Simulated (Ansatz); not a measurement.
Results of r²SCAN (Ansatz, a quantum-chemistry and plane-wave program, plane waves, PAW) for CrN (Pmmn, No. 59, 8 atoms in the cell; start mp-1232890).

Numerical settings: plane-wave cutoff 560 eV, 18×14×10 k mesh (along the axes of the cell as run), Fermi–Dirac smearing 0.05 eV, spin-polarised start, scalar-relativistic PAW data made under PBE.

Cell (relaxed at this level):

```cif
data_Cr4N4
_chemical_formula_sum 'Cr4 N4'
_space_group_name_H-M_alt 'P 1'
_space_group_IT_number 1
_cell_length_a 2.97828
_cell_length_b 4.13810
_cell_length_c 5.76123
_cell_angle_alpha 90.000
_cell_angle_beta 90.000
_cell_angle_gamma 90.000
loop_
_space_group_symop_operation_xyz
  'x, y, z'
loop_
_atom_site_label
_atom_site_type_symbol
_atom_site_fract_x
_atom_site_fract_y
_atom_site_fract_z
_atom_site_occupancy
Cr1 Cr 0.50000 0.50000 0.86097 1
Cr2 Cr 0.00000 0.00000 0.13903 1
Cr3 Cr 0.50000 0.50000 0.36097 1
Cr4 Cr 0.00000 0.00000 0.63903 1
N1 N 0.00000 0.50000 0.11274 1
N2 N 0.50000 0.00000 0.88726 1
N3 N 0.50000 0.00000 0.38726 1
N4 N 0.00000 0.50000 0.61274 1
```

Q: Estimate the band gap and bulk modulus that the calculation returns.

A: 
band gap: 0.30 eV (on the SCF k mesh)
bulk modulus: 267 GPa

Note: the magnetic order was assumed, not searched for or taken from measurement; the relaxation could not lower the start's symmetry, so the cell can be a saddle point above a distorted one; the bulk modulus is −V dP/dV from two relaxed cells at ±2 % in volume.

It cost around 40 core-minutes (rough) of CPU time.

A start named mp-… is a Materials Project structure, which need not be a measured phase.
